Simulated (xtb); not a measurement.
xtb 6.7.1, GFN2-xTB: COc1cccc(S(=O)(=O)c2cccc(OC)c2)c1, 33 atoms. The geometry is a generated start, not checked to be a minimum at this level.

| Quantity | Result |
|---|---|
| method | GFN2-xTB |
| --acc | 1 (default) |
| --etemp (K) | 300 (default) |
| detailed input (--input) | none: ANC optimiser, Lindh (1995) Hessian, microcycle=20, maxdispl=1.0, hlow=0.01 (default) |
| basis functions | 96 |
| valence electrons | 100 |

The structure is relaxed from this start with --opt LEVEL for the levels crude, sloppy, loose, lax, normal, tight, vtight, extreme, once each. Up to the end of the extreme run atoms move by at most 0.34 Å along an axis.

Problem. What is the loosest level that ends within 1 meV of the extreme run, and how many cycles does it take?

Solution. normal: 17 cycles against 44, ending 0.55 meV above.

```json
[
 {"level": "crude", "cycles": "4", "energy above the extreme run (meV)": "7.8", "gradient norm (eV/Å)": "0.22"},
 {"level": "sloppy", "cycles": "5", "energy above the extreme run (meV)": "6.3", "gradient norm (eV/Å)": "0.19"},
 {"level": "loose", "cycles": "6", "energy above the extreme run (meV)": "5.7", "gradient norm (eV/Å)": "0.13"},
 {"level": "lax", "cycles": "7", "energy above the extreme run (meV)": "5.2", "gradient norm (eV/Å)": "0.053"},
 {"level": "normal", "cycles": "17", "energy above the extreme run (meV)": "0.55", "gradient norm (eV/Å)": "0.020"},
 {"level": "tight", "cycles": "20", "energy above the extreme run (meV)": "0.44", "gradient norm (eV/Å)": "0.014"},
 {"level": "vtight", "cycles": "22", "energy above the extreme run (meV)": "0.43", "gradient norm (eV/Å)": "0.0027"},
 {"level": "extreme", "cycles": "44", "energy above the extreme run (meV)": "—", "gradient norm (eV/Å)": "0.0024"}
]
```
